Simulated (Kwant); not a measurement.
Model system: wire with a side stub in a In0.53Ga0.47As two-dimensional gas. Effective mass 0.041 mₑ, grid spacing 10 nm, hard walls, nominal width 200 nm (19 grid rows, so walls 200 nm apart), one parabolic valley, scattering region 600 nm long along x; energies count from the band bottom; Fermi energy swept from 0.00018343 to 0.0021782 eV. Closed stub on one side, 230 nm wide and 180 nm deep.

Constants are typed, rounded textbook-type inputs, not results; the design itself was drawn at random and stands for no fabricated device.

Computed with Kwant: effective-mass tight-binding model on a square grid, one spin, coherent transport at 0 K. Conductance is in e²/h.

Problem. How many channels do the leads carry at E = 1.14, 1.44, 1.71 meV?

Solution. The hard-wall thresholds are n² ħ²π²/(2mW²) = n² × 0.229 meV with W = 200 nm. √(1.14/0.229) = 2.23, so 2. √(1.44/0.229) = 2.51, so 2. √(1.71/0.229) = 2.73, so 2.
